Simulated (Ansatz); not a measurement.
# Effect of tensor shear ε_xz = +2.00 % on TiAl

The parent structure is TiAl (space group P4/mmm, No. 123; a = 2.796 Å, c = 4.038 Å; relaxed with 0.1 eV smearing). Axes: x, y, z lie along a, b, c of the conventional cell.

One thing is altered: a pure shear with ε_xz = ε_zx = 0.0200, atoms relaxed at fixed cell.

All numbers come from PBEsol, PAW, 420 eV (Ansatz, an electronic-structure program; no spin-orbit coupling). Γ-centred 21×21×14 mesh, Fermi–Dirac width 0.1 eV.

- Volume per atom = 15.78 Å³ (base 15.79 Å³)
- Space group = P2/m (No. 10) (base P4/mmm (No. 123))
- Shortest interatomic distance = 2.786 Å (base 2.796 Å)
- Energy relative to the base (free energy F) = +9.4 meV/atom
- Pressure (mean of the normal stresses, compression positive) = 0.2 GPa (base 0.0 GPa)
- Band gap = zero (base zero)
- Stress (xx, yy, zz, yz, xz, xy; compression positive) = (0.2, 0.2, 0.3, 0.0, -4.8, 0.0) GPa

The cells carry an imposed strain or load. Whether these cells are dynamically stable was not tested. The final runs are not spin-polarised.
